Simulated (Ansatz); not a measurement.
HgZnTe2 (P-4m2, No. 115, 4 atoms in the cell; start mp-1215403)

Method: HSE06 in Ansatz (plane waves, PAW).

Settings: plane-wave cutoff 460 eV, 6×6×4 k mesh (along the axes of the cell as run), Fermi–Dirac smearing 0.01 eV, scalar-relativistic PAW data made under PBE.

Cell (relaxed with PBEsol):

Space group P-4m2 (No. 115); a = b = 4.433 Å, c = 6.315 Å, α = β = γ = 90.00°

```json
[
 {"atom": "Zn", "site": "1c", "symmetry": "-4m2", "x": "0.5000", "y": "0.5000", "z": "0.5000"},
 {"atom": "Hg", "site": "1a", "symmetry": "-4m2", "x": "0.0000", "y": "0.0000", "z": "0.0000"},
 {"atom": "Te", "site": "2g", "symmetry": "2mm.", "x": "0.0000", "y": "0.5000", "z": "0.2712"}
]
```

```yaml
band_gap: 0.99 eV (on the SCF k mesh)
```

Note: cell and atoms aren't relaxed at this level (pressure 1.5 GPa).

Spin–orbit coupling is not included; with these elements it can move the gap by several tenths of an eV or more.

Static lattice: no zero-point or thermal effects.

Computing time: very roughly 8 core-minutes.

A start named mp-… is a Materials Project structure, which need not be a measured phase.

Ansatz is a program for electronic structure.
